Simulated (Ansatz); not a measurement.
The starting structures come from a database of crystals and need not be the phases stable at ambient conditions.

Inside the gap of an insulator the Bloch states are evanescent, with a wavenumber k + iκ along the transport direction.

```
CELL_PARAMETERS angstrom
      3.93022     0.00000     0.00000
      1.96511     3.40367     0.00000
      1.96511     1.13456     6.22475
ATOMIC_POSITIONS crystal
  Ga 0.99756 0.99756 0.00733
  Ga 0.50249 0.50249 0.49252
  P  0.62502 0.62502 0.12493
  As 0.12493 0.12493 0.62521
```

Space group of this cell: R3m. The cell is strained (lengths along the current scaled by 0.97, ions clamped); by r2SCAN its mean pressure is 2.8 GPa.

Transport runs along the normal of the first two printed cell vectors, the (001) (indices of the unstrained crystal) plane of the conventional cell.

The gap is the functional's own, uncorrected, and κ follows it; spin-orbit coupling is left out. Mid-gap values are interpolated between the computed energies.

Q: Predict the band gap and the smallest decay constant κ at mid-gap from r2SCAN in Ansatz (a quantum-chemistry and plane-wave program).

A: Gap 1.42 eV on a 10×10×10 mesh; κ = 0.102 1/Å, at the zone centre.
